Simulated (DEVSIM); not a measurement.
Structure: abrupt Ge p-n junction, at 300 K.

Layer 1 from the left is Ge, thickness (μm) 80.0, Na (cm⁻³) 3.5e16, τn (s) 2.9e-7, τp (s) 2.9e-7. Layer 2 from the left is Ge, thickness (μm) 0.390, Nd (cm⁻³) 2.3e17, τn (s) 2.9e-7, τp (s) 2.9e-7.

Left contact: ohmic. Right contact: ohmic. Voltage is applied to the left contact. Recombination: SRH at mid-gap, radiative, Auger. Mobility is μmin + (μ − μmin)/(1 + (N/Nref)^α).

Constants are typed, rounded textbook-type inputs, not results; the design itself was drawn at random and stands for no fabricated device. Values at 300 K.

Ge: gap (eV) 0.664, affinity (eV) 4, permittivity 16, Nc (cm⁻³) 1.04e19, Nv (cm⁻³) 6e18, μn (cm²/Vs) 3900, μp (cm²/Vs) 1900, μn,min 150, μp,min 100, Nref,n 2.6e17, Nref,p 4e17, αn 0.56, αp 0.6, B (cm³/s) 6.4e-14, Cn (cm⁶/s) 1e-31, Cp (cm⁶/s) 1e-31.

Model (solved in DEVSIM): 1D drift-diffusion, Boltzmann statistics, complete ionisation; no tunnelling, impact ionisation, image-force lowering or self-heating.

Dark forward current:

| |V| (V) | |J| (A/cm²) |
|---|---|
| 0.05 | 0.001671 |
| 0.10 | 0.01307 |
| 0.15 | 0.09111 |
| 0.20 | 0.6178 |
| 0.25 | 3.840 |
| 0.30 | 17.40 |
| 0.35 | 48.76 |
| 0.40 | 97.63 |
| 0.45 | 163.1 |
| 0.50 | 245.4 |
| 0.55 | 345.1 |
| 0.60 | 462.5 |
| 0.65 | 598.0 |
| 0.70 | 752.0 |
| 0.75 | 924.5 |
| 0.80 | 1116 |
| 0.85 | 1326 |
| 0.90 | 1555 |
| 0.95 | 1804 |
| 1.00 | 2072 |

Work out the local ideality factor n = ΔV / (kT/q · ln(J2/J1)) between the rows 0.15 and 0.20 V, 0.95 and 1.00 V.

kT/q = 25.85 mV. From 0.15 to 0.20 V: ln(0.6178/0.09111) = 1.914, n = 1.01, near the 1 of diffusion or emission over a barrier. From 0.95 to 1.00 V: ln(2072/1804) = 0.139, n = 13.96.

Estimate the current at 0.20 V from the Shockley equation with J0 = Σ q ni² D/(N L) coth(W/L), τ joining the SRH, radiative and Auger lifetimes that are on, and W taken as the whole layer.

ni² = 4.36e26 cm⁻⁶; electrons in the p layer: μ = 2980 cm²/Vs, D = 77.0 cm²/s, τ = 2.90e-7 s, L = 47.2 μm, W/L = 1.7, term 3.48e-5 A/cm²; holes in the n layer: μ = 1150 cm²/Vs, D = 29.7 cm²/s, τ = 2.88e-7 s, L = 29.3 μm, W/L = 0.013, term 0.000231 A/cm². J0 = 0.000266 A/cm², and J = J0 exp(qV/kT) = 0.610 A/cm². The simulation gives 0.618 A/cm²; the estimate lies 1.3 % below. The estimate leaves out recombination in the depletion region and that region's share of W.
